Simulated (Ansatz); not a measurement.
**CdS: pressure series**

Consider CdS in the zinc blende structure (space group F-43m, No. 216; a = 5.824 Å).

Cell and atoms are relaxed at each pressure.

Method: PBEsol/PAW in Ansatz (an electronic-structure program), no SOC.

Base values:

```
Quantity    Value
--------  -------
Band gap  1.01 eV
```

Task: The aim is a band gap between 1.10 eV and 1.20 eV. Which of these changes reaches it?
A. pressure 4.5 GPa
B. pressure 22.5 GPa
C. pressure −2 GPa
D. pressure 30 GPa
E. pressure −1 GPa

Result: A, pressure 4.5 GPa. It gives 1.14 eV; pressure 30 GPa gives 1.46 eV; pressure −2 GPa gives 0.94 eV; pressure −1 GPa gives 0.98 eV; pressure 22.5 GPa gives 1.40 eV. Changes not listed may reach it too

Load acts through the strain it causes; cell and atoms are relaxed under it. Stability against distortions was not tested. Tetrahedral semiconductors of this kind turn to denser phases somewhere between about 1 and 50 GPa; those were not computed, so compressed cells here can lie past the real transition.
